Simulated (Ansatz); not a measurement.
Base system: ScAl3 in the Cu3Au type structure (space group Pm-3m, No. 221; a = 4.0725 Å; relaxed with 0.1 eV smearing). Axes: x, y, z lie along the cube axes.

Method: plane-wave PAW DFT at the PBEsol level (Ansatz, a first-principles code, 420 eV), scalar-relativistic without spin-orbit coupling, earlier PAW set.

A first run, uniaxial strain ε_zz = −1.82 %, gives secant values C11 ≈ 200 GPa and C12 ≈ 46 GPa from its stress. A second run applies biaxial strain +2.84 %, plane normal [001], relaxed out of plane.

Question: What does linear elasticity predict for −ε⊥/ε∥ in the second run, and what does the run give?

Answer: Linear elasticity: 2 C12/C11 = 0.46. The run gives 0.46; any difference comes from nonlinear terms at these strains and numerical noise.

Stability against distortions was not tested. The final runs are not spin-polarised.
